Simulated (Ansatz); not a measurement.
The reference is RuSi (space group P2_13, No. 198).

```
CELL_PARAMETERS angstrom
      4.70473     0.00000     0.00000
      0.00000     4.70473     0.00000
      0.00000     0.00000     4.70473
ATOMIC_POSITIONS crystal
  Ru 0.12942 0.12942 0.12942
  Ru 0.62942 0.37058 0.87058
  Ru 0.87058 0.62942 0.37058
  Ru 0.37058 0.87058 0.62942
  Si 0.83761 0.83761 0.83761
  Si 0.33761 0.66239 0.16239
  Si 0.16239 0.33761 0.66239
  Si 0.66239 0.16239 0.33761
```

Level of theory: DFT with r2SCAN, PAW potentials and a 500 eV plane-wave cutoff in Ansatz (a first-principles code), scalar-relativistic without spin-orbit coupling.

Base values:

The lattice parameter a comes out as 8.891 bohr and the band gap is 0.31 eV. The smallest direct gap is 0.42 eV.

Modification: a negative pressure, −1 GPa.

Question: How does this affect the lattice parameter a, band gap and smallest direct gap?

Answer: The lattice parameter a increases by 0.0136 bohr, from 8.891 bohr to 8.904 bohr; the band gap remains 0.31 eV; the smallest direct gap stays 0.42 eV.

Load acts through the strain it causes; cell and atoms are relaxed under it. Stability against distortions was not tested.
